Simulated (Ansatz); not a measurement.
The parent structure is AlRu in the CsCl type structure (space group Pm-3m, No. 221; relaxed with 0.1 eV smearing).

```yaml
crystal:
  lattice:
    - [2.98315, 0.00000, 0.00000]
    - [0.00000, 2.98315, 0.00000]
    - [0.00000, 0.00000, 2.98315]
  atoms:
    - { symbol: Al, position: [0.50000, 0.50000, 0.50000] }
    - { symbol: Ru, position: [0.00000, 0.00000, 0.00000] }
```

The values are results of r2SCAN (Ansatz, a program for electronic structure), spin-orbit coupling left out, not measurements.

Strains are applied to the cell and any free atomic positions relax.

One change was made to it. Results:

| quantity | base | after |
|---|---|---|
| energy relative to the base (free energy F) | 0 meV/atom | +56 meV/atom |
| pressure | 0.0 GPa | 19.7 GPa |

Problem. Name the change that was made.
(A) isotropic strain −1.50 %
(B) isotropic strain −1.00 %
(C) isotropic strain −2.50 %
(D) isotropic strain −0.50 %
(E) isotropic strain −2.00 %

Solution. C, isotropic strain −2.50 %. For comparison, the energy relative to the base in the other runs: isotropic strain −1.00 % gives +8.5 meV/atom; isotropic strain −1.50 % gives +19 meV/atom; isotropic strain −0.50 % gives +2.1 meV/atom; isotropic strain −2.00 % gives +35 meV/atom.

Whether these cells are dynamically stable was not tested. The final runs are not spin-polarised.
